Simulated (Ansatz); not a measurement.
We look at the formation energy of VSi2 (P6₂22) from the elements. Reaction: 2 Si (diamond) + V (bcc) → VSi2 (P6₂22). A negative value means that the right-hand side lies lower. The value is per atom of the solid.

VSi2 (P6₂22), 9 atoms in the cell; spin state with PBE: no moments, k-point mesh 12×12×6 on the run's own vectors.
```
VSi2
1.0
    4.56490     0.00000     0.00000
   -2.28245     3.95332     0.00000
    0.00000     0.00000     6.36833
V Si
3 6
Direct
  0.00000   0.50000   0.16667
  0.50000   0.00000   0.50000
  0.50000   0.50000   0.83333
  0.83716   0.67433   0.50000
  0.16284   0.83716   0.83333
  0.32567   0.16284   0.16667
  0.16284   0.32567   0.50000
  0.83716   0.16284   0.83333
  0.67433   0.83716   0.16667
```

Si (diamond, Fd-3m), 2 atoms in the cell, k-point mesh 10×10×10 on the run's own vectors. Conventional cell: a = b = c = 5.470 Å, α = β = γ = 90.00°.

V (bcc, Im-3m), 1 atom in the cell; spin state with PBE: no moments, k-point mesh 28×28×28 on the run's own vectors. Conventional cell: a = b = c = 2.9986 Å, α = β = γ = 90.00°.

All numbers come from Ansatz (an electronic-structure program), plane waves with PAW, its default PAW set, cutoff 420 eV. The structures are at rest with PBE. Neutral cells; Fermi-Dirac smearing of at most 0.10 eV in the solids, energies taken to zero width. A dispersion term (D3(BJ), or D4 for r2SCAN) was computed beside these levels and is taken off wherever the name lacks it. Static lattices, no vibrational contributions. The structures are the rest points that the relaxations reached, not proven lowest.

Question: What is the computed value (PBE)?

Answer: -0.48 eV/atom, for 2 Si (diamond) + V (bcc) → VSi2 (P6₂22).
